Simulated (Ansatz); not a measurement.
For zinc-blende LiH (model structure), PBEsol (Ansatz, a first-principles code, plane waves, PAW) gives:

| Property | Value |
|---|---|
| lattice constant a | 4.257 Å |
| enthalpy of formation | -0.381 eV/atom |

**Question.** What does r²SCAN (plane waves, PAW; Ansatz) give for the same quantities?

**Answer.** 
- lattice constant a: 4.293 Å (rises by 0.8 %)
- formation enthalpy: -0.418 eV/atom (moves by -0.037 eV/atom)

Changes are worked out from the printed values.

Unless a cell is named, each level is at its own relaxed cell (PBEsol 9.64, r²SCAN 9.89 Å³/atom).

Ansatz's density-functional and Hartree–Fock values are scalar-relativistic unless marked +SOC, with PAW data made under PBE.

A model structure was made by putting elements into a prototype or built by hand; it is no filed structure, need not be a known phase, and can be a saddle point held by its symmetry.
